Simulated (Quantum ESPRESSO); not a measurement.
A self-consistent single point of CsPbCl₃ (Amm2, 10 atoms in the cell) with Quantum ESPRESSO.

Level of theory: PBEsol, PseudoDojo standard norm-conserving (PBESOL) pseudopotentials (plane waves; Quantum ESPRESSO 7.5).

```xyz
10
Lattice="5.7553 0.0000 0.0000 0.0000 5.5691 5.5686 0.0000 -5.5691 5.5686" Properties=species:S:1:pos:R:3 pbc="T T T"
Cs     2.8776     0.0000     5.6515
Cs     2.8776     0.0000     0.0636
Pb     0.0000     2.7832     2.8645
Pb     0.0000    -2.7832     2.8645
Cl     0.0000    -3.4440     5.6486
Cl     0.0000     3.4440     5.6486
Cl     2.8776    -2.7893     2.8668
Cl     2.8776     2.7893     2.8668
Cl     0.0000     0.0000     7.7818
Cl     0.0000     0.0000     3.5257
```

Reference input (self-consistent single point, DFT, PBEsol, plane waves, PseudoDojo standard norm-conserving (PBESOL) pseudopotentials): ecutwfc = 65 Ry; occupations = fixed; potentials = {Cs: Cs.upf, Pb: Pb.upf, Cl: Cl.upf}; K_POINTS = automatic 3 2 2 0 0 0; nbnd = 48; conv_thr = 1e-09 Ry; mixing_beta = 0.4. This run's input differs from it in these lines:

```diff
@@ -11,3 +11,3 @@
   ntyp = 3
-  ecutwfc = 65
+  ecutwfc = 39
   occupations = 'fixed'
```

Log, with long lists cut:

```
     Self-consistent Calculation

     iteration #  1     ecut=    39.00 Ry     beta= 0.40

     Threshold (ethr) on eigenvalues was too large:
     Diagonalizing with lowered threshold

     total energy              =    -569.84258221 Ry
     estimated scf accuracy    <       0.40145214 Ry

     iteration #  2     ecut=    39.00 Ry     beta= 0.40

     total energy              =    -569.91637088 Ry
     estimated scf accuracy    <       0.01999570 Ry

     iteration #  3     ecut=    39.00 Ry     beta= 0.40

     total energy              =    -569.91960383 Ry
     estimated scf accuracy    <       0.00544104 Ry

   [... 5 blocks of this kind left out ...]

     iteration #  9     ecut=    39.00 Ry     beta= 0.40

     total energy              =    -569.92041300 Ry
     estimated scf accuracy    <          7.1E-09 Ry

     iteration # 10     ecut=    39.00 Ry     beta= 0.40
     End of self-consistent calculation

     highest occupied, lowest unoccupied level (ev):     3.0853    5.8868

!    total energy              =    -569.92041300 Ry
     estimated scf accuracy    <          9.8E-10 Ry

     convergence has been achieved in  10 iterations

     Forces acting on atoms (cartesian axes, Ry/au):

     atom    1 type  1   force =     0.00000000    0.00000000    0.00002125
     atom    2 type  1   force =     0.00000000    0.00000000   -0.00007830
     atom    3 type  2   force =     0.00000000    0.00001770    0.00003676
     atom    4 type  2   force =     0.00000000   -0.00001770    0.00003676
     atom    5 type  3   force =     0.00000000   -0.00029508   -0.00000613
     atom    6 type  3   force =     0.00000000    0.00029508   -0.00000613
   [... lines left out ...]

     Total force =     0.000796     Total SCF correction =     0.000023

          total   stress  (Ry/bohr**3)                   (kbar)     P=      -46.42
  -0.00034087   0.00000000   0.00000000          -50.14        0.00        0.00
   0.00000000  -0.00030273   0.00000000            0.00      -44.53        0.00
   0.00000000   0.00000000  -0.00030304            0.00        0.00      -44.58

   JOB DONE.
```

The run converged in 10 iterations. Against the reference run the free energy rises by 107 meV/atom, the pressure goes from -0.87 to -4.64 GPa, the largest force hardly changes (0.014 to 0.012 eV/Å) and the gap on the mesh moves little (2.810 to 2.802 eV).

The starting cell comes from a database of computed structures (which also holds hypothetical and non-ambient phases and stackings), without a prior relaxation at this level. Spin-orbit coupling is off. At the lowered cutoff the pressure carries the error of an incomplete plane-wave basis.

Cost on one core of a shared machine: roughly 80 s.
